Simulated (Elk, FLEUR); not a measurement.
An Elk input for a self-consistent single point of SrCd (Pm-3m, 2 atoms in the cell) (DFT, LDA (PW92), all-electron FP-LAPW, Elk's shipped species files, APW+lo basis with extra local orbitals):

```
tasks
  0

rgkmax
  7.5

gmaxvr
  16.0

nxlo
  2

lorbcnd
  .true.

lmaxi
  3

swidth
  0.00367493

maxscl
  100

avec
    7.6849567899    0.0000000000    0.0000000000
    0.0000000000    7.6849567899    0.0000000000
    0.0000000000    0.0000000000    7.6849567899

atoms
  2
  'Sr.in'
  1
  0.5000000000  0.5000000000  0.5000000000    0.0 0.0 0.0
  'Cd.in'
  1
  0.0000000000  0.0000000000  0.0000000000    0.0 0.0 0.0

ngridk
  11 11 11
```

Task: Give the FLEUR input for the same structure, mesh, smearing and functional.

Result: One input that does it (others would too):

Input of the input generator:

```
SrCd crystal
&input film=f /
7.6849567899 0.0000000000 0.0000000000
0.0000000000 7.6849567899 0.0000000000
0.0000000000 0.0000000000 7.6849567899
1.0
1.0 1.0 1.0

2
38 0.5000000000 0.5000000000 0.5000000000
48 0.0000000000 0.0000000000 0.0000000000

&comp jspins=1 /
&exco xctyp='pz' /
&kpt div1=11 div2=11 div3=11 /
&end /
```

```xml
<?xml version="1.0" encoding="UTF-8" standalone="no"?>
<fleurInput fleurInputVersion="0.39">
   <comment>
      SrCd crystal                                                                                        
   </comment>
   <calculationSetup>
      <cutoffs Kmax="3.8" Gmax="15.2" GmaxXC="15.2" numbands="0"/>
      <scfLoop itmax="60" minDistance="0.00001" maxIterBroyd="40" imix="Anderson" alpha="0.05" precondParam="0.0" spinf="2.0"/>
      <coreElectrons ctail="T" frcor="F" kcrel="0" coretail_lmax="0"/>
      <xcFunctional name="pz" relativisticCorrections="F"/>
      <magnetism jspins="1"/>
      <soc l_soc="F" theta="0.0" phi="0.0" spav="F"/>
      <expertModes spex="0" secvar="F"/>
      <geometryOptimization l_f="T" forcealpha="1.0" forcemix="BFGS" epsdisp="0.00001" epsforce="0.00001"/>
      <ldaU l_linMix="F" mixParam="0.05" spinf="1.0"/>
   </calculationSetup>
   <cell>
      <bzIntegration valenceElectrons="28.0" mode="hist" fermiSmearingEnergy="0.00367493">
         <kPointListSelection listName="default-1"/>
         <!-- k-points included here -->
         <xi:include xmlns:xi="http://www.w3.org/2001/XInclude" href="kpts.xml"> </xi:include>
      </bzIntegration>
      <!-- symmetry operations included here -->
      <xi:include xmlns:xi="http://www.w3.org/2001/XInclude" href="sym.xml"> </xi:include>
      <bulkLattice scale="1.0">
         <bravaisMatrix>
            <row-1>    7.6849567899000002     0.0000000000000000     0.0000000000000000</row-1>
            <row-2>    0.0000000000000000     7.6849567899000002     0.0000000000000000</row-2>
            <row-3>    0.0000000000000000     0.0000000000000000     7.6849567899000002</row-3>
         </bravaisMatrix>
      </bulkLattice>
   </cell>
   <atomSpecies>
      <species name="Strontium (Sr)" element="Sr" atomicNumber="38">
         <mtSphere radius="2.63" gridPoints="925" logIncrement="0.014"/>
         <atomicCutoffs lmax="10" lnonsphr="8"/>
         <electronConfig flipSpins="F">
            <coreConfig>(1s1/2) (2s1/2) (2p1/2) (2p3/2) (3s1/2) (3p1/2) (3p3/2) (3d3/2) (3d5/2)</coreConfig>
            <valenceConfig>(4s1/2) (4p1/2) (4p3/2) (5s1/2)</valenceConfig>
         </electronConfig>
         <energyParameters s="5" p="5" d="4" f="4"/>
         <lo type="SCLO" l="0" n="4" eDeriv="0"/>
         <lo type="SCLO" l="1" n="4" eDeriv="0"/>
      </species>
      <species name="Cadmium (Cd)" element="Cd" atomicNumber="48">
         <mtSphere radius="2.63" gridPoints="925" logIncrement="0.014"/>
         <atomicCutoffs lmax="10" lnonsphr="8"/>
         <electronConfig flipSpins="F">
            <coreConfig>(1s1/2) (2s1/2) (2p1/2) (2p3/2) (3s1/2) (3p1/2) (3p3/2) (4s1/2) (3d3/2) (3d5/2)</coreConfig>
            <valenceConfig>(4p1/2) (4p3/2) (5s1/2) (4d3/2) (4d5/2)</valenceConfig>
         </electronConfig>
         <energyParameters s="5" p="5" d="4" f="4"/>
         <lo type="SCLO" l="1" n="4" eDeriv="0"/>
      </species>
   </atomSpecies>
   <atomGroups>
      <atomGroup species="Strontium (Sr)">
         <relPos label="                   1">1.000/2.000 1.000/2.000 1.000/2.000</relPos>
         <force calculate="T" relaxXYZ="TTT"/>
      </atomGroup>
      <atomGroup species="Cadmium (Cd)">
         <relPos label="                   2">.0000000000 .0000000000 .0000000000</relPos>
         <force calculate="T" relaxXYZ="TTT"/>
      </atomGroup>
   </atomGroups>
   <output dos="F" band="F" slice="F">
      <checks vchk="F" cdinf="F"/>
      <bandDOS minEnergy="-.5*Htr" maxEnergy="0.5*Htr" sigma="0.015" storeEVData="T"/>
      <vacuumDOS vacdos="F" integ="F" star="F" nstars="0" locx1="0.0" locy1="0.0" locx2="0.0" locy2="0.0" nstm="0" tworkf="0.0"/>
      <unfoldingBand unfoldBand="F" supercellX="1" supercellY="1" supercellZ="1"/>
      <plotting iplot="0" polar="F">
         <plot TwoD="T" vec1="  1.0  0.0  0.0" vec2="  0.0  1.0  0.0" vec3="  0.0  0.0  1.0" zero="  0.0  0.0  0.0" file="plot"/>
      </plotting>
      <chargeDensitySlicing numkpt="0" minEigenval="0.0" maxEigenval="0.0" nnne="0" pallst="F"/>
      <specialOutput eonly="F"/>
      <magneticCircularDichroism mcd="F" energyLo="-10.0" energyUp="0.0"/>
   </output>
  <!-- We include the file relax.xml here to enable relaxations (see documentation) -->
  <xi:include xmlns:xi="http://www.w3.org/2001/XInclude" href="relax.xml"> <xi:fallback/> </xi:include>
</fleurInput>
```

Basis settings and potentials, where a program has them, do not carry over. This input uses DFT, LDA (Perdew-Zunger), all-electron FLAPW (FLEUR), scalar-relativistic valence. LDA parametrisations can differ slightly between programs.

The starting cell comes from a database of computed structures (which also holds hypothetical and non-ambient phases and stackings), without a prior relaxation at this level. Its lattice was rescaled by a random factor within 2.5 % of one.
